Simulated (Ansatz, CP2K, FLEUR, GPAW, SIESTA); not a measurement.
## Code comparison for TiSb2 (I4/mcm, 6 atoms in the cell)

Self-consistent single point.

```
TiSb2
1.0
   -3.35146     3.35146     2.89799
    3.35146    -3.35146     2.89799
    3.35146     3.35146    -2.89799
Ti Sb
2 4
Direct
  0.25000   0.25000   0.00000
  0.75000   0.75000   0.00000
  0.65204   0.84796   0.50000
  0.34796   0.15204   0.50000
  0.84796   0.34796   0.19592
  0.15204   0.65204   0.80408
```

Shared settings, as Ansatz (a program for electronic structure) writes them: kpoints.mp_grid.grid = 5 5 5; scf.occupations.method = fermi_dirac; scf.occupations.width = 0.1 eV. Potentials and cutoffs stand in the table.

```csv
code,model,pressure (GPa),largest force (eV/Å),cutoff
FLEUR,"LDA (Perdew-Zunger), all-electron FLAPW (FLEUR), scalar-relativistic valence",–,0.120,Kmax 4 1/bohr
Ansatz,"LDA (PW92), default PAW files made with PBE",-5.44,0.122,default
GPAW,"LDA (Perdew-Wang 92), GPAW PAW datasets LDA (gpaw-data 1.0.1)",-5.69,0.089,800 eV
CP2K,"LDA (Pade form), GPW, DZVP-MOLOPT-SR-GTH basis, GTH-PADE potentials (GTH_POTENTIALS)",-4.29,0.079,grid 600 Ry
SIESTA,"LDA PW92, numerical atomic orbitals DZP, PseudoDojo LDA standard norm-conserving potentials (rewritten from UPF to PSML)",-3.42,0.266,grid 300 Ry
```

A dash marks a value that a program does not give, or that is left out as unsure.

On Ansatz's run: spin-orbit coupling is off. Spin polarisation is off.

The spread over the programs that give each value: pressure within 2.27 GPa; largest force within 0.187 eV/Å.

CP2K and SIESTA use small atom-centred bases, whose incompleteness enters pressures, forces and empty levels differently from a plane-wave cutoff. FLEUR treats all electrons, but the usual bases taken here (sphere radii, linearisation, local orbitals, empty states) were not tested for convergence, so the values are no reference for the others. Ansatz's pressure is given at a fixed set of plane waves, as the other plane-wave codes print theirs; with its correction for the finite basis it is -5.40 GPa. In the pressure, CP2K (by 1.28) and SIESTA (by 2.15) lie more than 1 GPa from the median of the plane-wave programs. In the force vectors, SIESTA (by 0.161) lies more than 0.08 eV/Å from the median of the plane-wave programs.

The starting cell comes from a database of computed structures (which also holds hypothetical and non-ambient phases and stackings), without a prior relaxation at this level.

Left out of this page: Elk (not drawn, or without a comparable value).

Keys are those of Ansatz 0.2.
